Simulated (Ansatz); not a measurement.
**Several settings converged on LuBi (I4mm, 2 atoms in the cell)**

```yaml
crystal:
  lattice:
    - [0.00000, 3.11748, 3.11748]
    - [3.11748, 0.00000, 3.11748]
    - [3.11748, 3.11748, 0.00000]
  atoms:
    - { symbol: Lu, position: [0.50802, 0.50802, 0.49198] }
    - { symbol: Bi, position: [0.00000, 0.00000, 0.00000] }
```

Base method: LDA (PW92), default PAW files made with PBE (plane waves; Ansatz, an electronic-structure program).

Base settings: basis.ecutwfc = 30.9 Ry; kpoints.mp_grid.grid = 9 9 9; hamiltonian.xc = lda; hamiltonian.pseudopotentials = {kind: paw} (the program's default PAW files); scf.occupations.method = fermi_dirac; scf.occupations.width = 0.0073 Ry.

The count of work is k-points × plane waves × bands × iterations; it is no time. Core times come from one kind of shared machine, to one figure; runs under 30 s give none.

**The k-point mesh at a smearing width of 0.02 eV**

In this ladder: scf.occupations.width = 0.0015 Ry.

Only quantities that move along the ladder and can be compared are tabulated.

```csv
kpoints.mp_grid.grid,free energy less the last step's (meV/atom),pressure (GPa),largest difference of a force vector from the last step's (eV/Å),count of work / last
3 3 3,128.70,-4.80,0.019,0.0072
4 4 4,27.84,-4.69,0.002,0.012
5 5 5,12.29,-4.56,0.025,0.022
6 6 6,5.68,-4.53,0.016,0.031
7 7 7,2.85,-4.59,0.003,0.042
8 8 8,1.71,-4.62,0.000,0.053
10 10 10,0.12,-4.72,0.011,0.11
22 22 22,0.00,-4.64,0.000,1.0
```

Coarsest kpoints.mp_grid.grid that holds the pressure within 0.1 GPa: not settled: the last two steps still differ by 0.08 GPa, over half the tolerance, so the ladder does not show it.

Coarsest kpoints.mp_grid.grid that holds the forces within 0.005 eV/Å: not settled: the last two steps still differ by 0.011 eV/Å, over half the tolerance, so the ladder does not show it.

Coarsest kpoints.mp_grid.grid that holds the free energy within 2 meV/atom of the last step, with all finer ones: 8 8 8, at 0.053 of the last step's count of work; the step before is off by 2.8 meV/atom.

**The width of Fermi-Dirac smearing**

In this ladder: kpoints.mp_grid.grid = 15 15 15.

Narrow widths need finer meshes than wide ones, so the last steps can hold mesh noise.

Only quantities that move along the ladder and can be compared are tabulated; pressure and forces are left out, as mesh noise rules them at narrow widths.

```tsv
scf.occupations.width	free energy less the last step's (meV/atom)	energy extrapolated to zero width less the last step's (meV/atom)	core time / last (rough)
0.0735 Ry	-901.29	286.49	0.9
0.0367 Ry	-130.30	56.56	–
0.022 Ry	-29.30	10.33	1
0.0147 Ry	-9.10	1.82	0.6
0.0073 Ry	0.00	0.00	1
```

Widest scf.occupations.width that holds the free energy within 5 meV/atom: not settled: the last two steps still differ by 9.1 meV/atom, over half the tolerance, so the ladder does not show it.

Widest scf.occupations.width that holds the energy extrapolated to zero width within 2 meV/atom: not settled: the last two steps still differ by 1.8 meV/atom, over half the tolerance, so the ladder does not show it.

**The width of cold smearing**

In this ladder: kpoints.mp_grid.grid = 15 15 15; scf.occupations.method = cold.

Narrow widths need finer meshes than wide ones, so the last steps can hold mesh noise.

Only quantities that move along the ladder and can be compared are tabulated; pressure and forces are left out, as mesh noise rules them at narrow widths.

| scf.occupations.width | free energy less the last step's (meV/atom) |
|---|---|
| 0.0367 Ry | 2.21 |
| 0.022 Ry | -0.22 |
| 0.0147 Ry | -0.14 |
| 0.0073 Ry | 0.05 |
| 0.0037 Ry | 0.00 |

Widest scf.occupations.width that holds the free energy within 1 meV/atom of the last step, with all finer ones: 0.022 Ry; the step before is off by 2.2 meV/atom.

On the base run: the starting cell comes from a database of computed structures (which also holds hypothetical and non-ambient phases and stackings), without a prior relaxation at this level. Its lattice was rescaled by up to half a per cent. One atom was moved a little off its site on purpose. In the base run, with a pressure of about -5 GPa the cell is away from its equilibrium volume at this level. Ansatz's pressure includes its estimate of the finite-basis (Pulay) stress.

Left out of this page: 4 runs of the series outside the window shown, repeating another row's setting, or not comparable; 1 run of the series unsound by tests on forces, stress, charge or solver warnings.

Keys are those of Ansatz 0.2.
